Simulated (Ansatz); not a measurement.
Consider interstitial Na in rock-salt MgO, charge state +1. The step: several atoms move together, Na the farthest; the atom moves 2.12 Å along (0.50, 0.00, 0.00) of the unit cell; the moving atom starts with neighbours 4 Mg at 2.20; 4 O at 1.98 Å and ends with 4 Mg at 2.20; 4 O at 1.98 Å. A PBE band in Ansatz (plane-wave PAW, a 2×2×2 k-point mesh shifted by half a step, 64 host sites, 50 SCF runs with any check of the saddle's order, static, no finite-size correction) gives a forward barrier of 0.59 eV. The program found a first-order saddle point. The charge state is imposed; whether it is stable for some Fermi level was not computed. Sites that were not tried may lie lower.

Single points at the band's start and saddle point can refine it. Rough cost of one point, in units of the band's mean SCF on the same machine:

```
Level                                                          Cost of one point
-------------------------------------------------------------  -----------------
r2SCAN at 500 eV, a 2×2×2 k-point mesh shifted by half a step            under 2
HSE06, a 2×2×2 k-point mesh shifted by half a step                      about 20
PBE, Γ point alone                                                       under 2
HSE06, Γ point alone                                                     under 2
```

**Question.** Which of these move the barrier by more than 0.1 eV, and how far does each move it?

**Answer.** Not one does. r2SCAN at 500 eV, a 2×2×2 k-point mesh shifted by half a step: 0.00 eV; HSE06, a 2×2×2 k-point mesh shifted by half a step: -0.03 eV; PBE, Γ point alone: -0.02 eV; HSE06, Γ point alone: -0.03 eV. Each functional is compared with PBE at the same k-points.

Ansatz is a quantum-chemistry and plane-wave program.
